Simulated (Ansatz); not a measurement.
**Effect of isotropic strain +2.50 % on TiC**

Take TiC in the rock salt structure (space group Fm-3m, No. 225; a = 4.2609 Å; relaxed with 0.1 eV smearing) as the base.

Perturbation: every lattice vector is stretched by 2.50 %, atoms relaxed at fixed cell.

Level of theory: LDA in Ansatz (plane waves to 420 eV, PAW, no spin-orbit coupling). Settings: 23×23×23 k-points, 0.1 eV Fermi–Dirac smearing.

```csv
quantity,base,changed,shift
volume per atom,9.67 Å³,10.41 Å³,+0.74 Å³
space group,Fm-3m (No. 225),Fm-3m (No. 225),–
energy relative to the base (free energy F),0 meV/atom,+44 meV/atom,+44 meV/atom
pressure,0.0 GPa,-18.0 GPa,-18.0 GPa
band gap,zero,zero,–
```

Final structure:

```
TiC
1.0
    0.00000     2.18372     2.18372
    2.18372     0.00000     2.18372
    2.18372     2.18372     0.00000
Ti C
1 1
Direct
  0.00000   0.00000   0.00000
  0.50000   0.50000   0.50000
```

No phonon test of stability was made. The final runs are not spin-polarised.

Ansatz is an electronic-structure program.
